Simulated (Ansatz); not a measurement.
bcc Eu, treated with HSE06 (plane waves, PAW; Ansatz, an electronic-structure program).

Settings: plane-wave cutoff 460 eV, 10×10×10 k mesh, Fermi–Dirac smearing 0.05 eV, spin-polarised with parallel moments, scalar-relativistic PAW data made under PBE.

Cell (relaxed at this level):

```
Eu
1.0
   -2.33246     2.33246     2.33246
    2.33246    -2.33246     2.33246
    2.33246     2.33246    -2.33246
Eu
1
Direct
  0.00000   0.00000   0.00000
```
Starting moments (μB, in the order of the record's atoms Eu): 7.0.

Estimate the bulk modulus and magnetic moment per atom (the cell's total over its atoms) that the calculation returns.


- bulk modulus: 11.9 GPa
- magnetic moment per atom (the cell's total over its atoms): 7.55 μB

Measured, for comparison: bulk modulus 10.9 ± 0.6 GPa (room temperature, not corrected to a static lattice, our sources range from 10.9 to 11.7; as tabulated in arXiv:1012.3782). Computed (rounded) less measured: bulk modulus +9 % (+2 % to +9 % over the range). A static lattice is as a rule a little smaller and stiffer than an uncorrected measurement, which narrows the difference in the bulk modulus and would widen misses of the other sign.

Note: the state of the 4f shell is in doubt; the collinear magnetic order is the start's and need not be the measured one.

Moments are spin moments.

Spin–orbit coupling is not included.

The computed numbers hold no vibrational or temperature effects.

Cost on a shared machine: about 40 core-minutes (a rough figure).
